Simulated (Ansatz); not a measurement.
The reference is ZnS in the wurtzite structure (space group P6_3mc, No. 186).

```
CELL_PARAMETERS angstrom
      3.84511     0.00000     0.00000
     -1.92255     3.32996     0.00000
      0.00000     0.00000     6.30566
ATOMIC_POSITIONS crystal
  Zn 0.66667 0.33333 0.99985
  Zn 0.33333 0.66667 0.49985
  S  0.66667 0.33333 0.62535
  S  0.33333 0.66667 0.12535
```

Cartesian axes are those of the cell as printed.

Level of theory: PBE (Ansatz, a first-principles code; PAW; 420 eV plane waves; without spin-orbit coupling).

Perturbation: the cell is compressed by 0.82 % along z with no lateral relaxation; the atoms relax in the strained cell.

Problem. Predict the stress tensor and what it implies for the stiffness.

Solution. Stress of the strained cell less that of the base (GPa, compression positive):
```
   0.33    0.00    0.00
   0.00    0.33    0.00
   0.00    0.00    1.13
```

Then −Δσ_ii/ε with ε = -0.0082 gives relaxed-ion elastic constants: C33 ≈ 138 GPa, C13 ≈ 40 GPa and C23 ≈ 40 GPa.

Stability against distortions was not tested.
